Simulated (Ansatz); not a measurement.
The starting structures come from a database of crystals and need not be the phases stable at ambient conditions.

```yaml
crystal:
  lattice:
    - [3.84172, 0.00000, 0.00000]
    - [-1.92086, 3.32703, 0.00000]
    - [0.00000, 0.00000, 6.33293]
  atoms:
    - { symbol: Ga, position: [0.66667, 0.33333, 0.50005] }
    - { symbol: Ga, position: [0.33333, 0.66667, 0.00005] }
    - { symbol: P, position: [0.66667, 0.33333, 0.87395] }
    - { symbol: P, position: [0.33333, 0.66667, 0.37395] }
```

Space group of this cell: P6_3mc, wurtzite. The cell is taken as given.

The current runs along the normal of the first two printed vectors, the (001) plane. All runs by Ansatz (a program for electronic structure), plane waves and PAW, without spin-orbit coupling; the base is r2SCAN.

```json
[
 {"run": "base", "mean pressure (GPa)": "0.1", "gap (eV)": "1.74", "mid-gap κ (1/Å)": "0.122"},
 {"run": "all lengths scaled by 0.98", "mean pressure (GPa)": "6.1", "gap (eV)": "1.70", "mid-gap κ (1/Å)": "0.134"},
 {"run": "all lengths scaled by 1.02", "mean pressure (GPa)": "-4.5", "gap (eV)": "1.57", "mid-gap κ (1/Å)": "0.104"},
 {"run": "lda in place of r2scan", "mean pressure (GPa)": "-2.8", "gap (eV)": "?", "mid-gap κ (1/Å)": "?"},
 {"run": "lengths across the current scaled by 0.98, ions clamped", "mean pressure (GPa)": "4.0", "gap (eV)": "1.73", "mid-gap κ (1/Å)": "0.125"},
 {"run": "lengths across the current scaled by 1.02, ions clamped", "mean pressure (GPa)": "-3.0", "gap (eV)": "1.45", "mid-gap κ (1/Å)": "0.113"},
 {"run": "lengths along the current scaled by 0.97, ions clamped", "mean pressure (GPa)": "3.1", "gap (eV)": "1.52", "mid-gap κ (1/Å)": "0.132"},
 {"run": "lengths along the current scaled by 1.03, ions clamped", "mean pressure (GPa)": "-2.3", "gap (eV)": "?", "mid-gap κ (1/Å)": "?"},
 {"run": "pbesol in place of r2scan", "mean pressure (GPa)": "-0.6", "gap (eV)": "?", "mid-gap κ (1/Å)": "?"}
]
```

**Question.** Complete the blanks.

**Answer.** 
- lda in place of r2scan, gap (eV): 1.20
- lda in place of r2scan, mid-gap κ (1/Å): 0.095
- lengths along the current scaled by 1.03, ions clamped, gap (eV): 1.69
- lengths along the current scaled by 1.03, ions clamped, mid-gap κ (1/Å): 0.106
- pbesol in place of r2scan, gap (eV): 1.27
- pbesol in place of r2scan, mid-gap κ (1/Å): 0.100
